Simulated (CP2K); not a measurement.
Band structure of CdS (F-43m, 2 atoms in the cell).

```yaml
crystal:
  lattice:
    - [4.17903, 0.00000, 0.00000]
    - [2.08952, 3.61915, 0.00000]
    - [2.08952, 1.20638, 3.41216]
  atoms:
    - { symbol: Cd, position: [0.00000, 0.00000, 0.00000] }
    - { symbol: S, position: [0.25000, 0.25000, 0.25000] }
```

Method: PBE, GPW, DZVP-MOLOPT-SR-GTH basis, GTH-PBE potentials (GTH_POTENTIALS) (CP2K).

Settings: CUTOFF = 500 Ry; REL_CUTOFF = 50 Ry; KPOINTS/SCHEME = MONKHORST-PACK 7 7 7; XC_FUNCTIONAL = PBE; Cd/BASIS_SET = DZVP-MOLOPT-SR-GTH; Cd/POTENTIAL = GTH-PBE-q12; S/BASIS_SET = DZVP-MOLOPT-SR-GTH; S/POTENTIAL = GTH-PBE-q6; METHOD = GPW; EPS_DEFAULT = 1e-11; EXTRAPOLATION = USE_GUESS; NGRIDS = 5; SCF_GUESS = ATOMIC; EPS_SCF = 1e-07.

The starting cell comes from a database of computed structures (which also holds hypothetical and non-ambient phases and stackings), without a prior relaxation at this level. Its lattice was rescaled by a random factor within 2.5 % of one. Values carry the incompleteness of an atom-centred basis.

**Question.** Predict the gap along the standard path and the places of the band edges.

**Answer.** The gap along the path is 1.03 eV, direct at Γ to within 0.01 eV.

Levels in eV from the top of the valence band on the SCF mesh, bands 6 to 10:
| point | 6 | 7 | 8 | 9 | 10 |
|---|---|---|---|---|---|
| Γ | -7.22 | 0.00 | 0.00 | 0.00 | 1.03 |
| X | -6.81 | -3.82 | -1.78 | -1.78 | 3.62 |
| W | -6.64 | -3.76 | -2.14 | -2.10 | 5.45 |
| K | -6.69 | -3.79 | -2.41 | -1.45 | 4.28 |
| L | -6.87 | -4.22 | -0.71 | -0.71 | 3.00 |
| U | -6.69 | -3.79 | -2.41 | -1.45 | 4.28 |

Higher empty bands are left out: an atom-centred basis made for the valence describes them poorly.
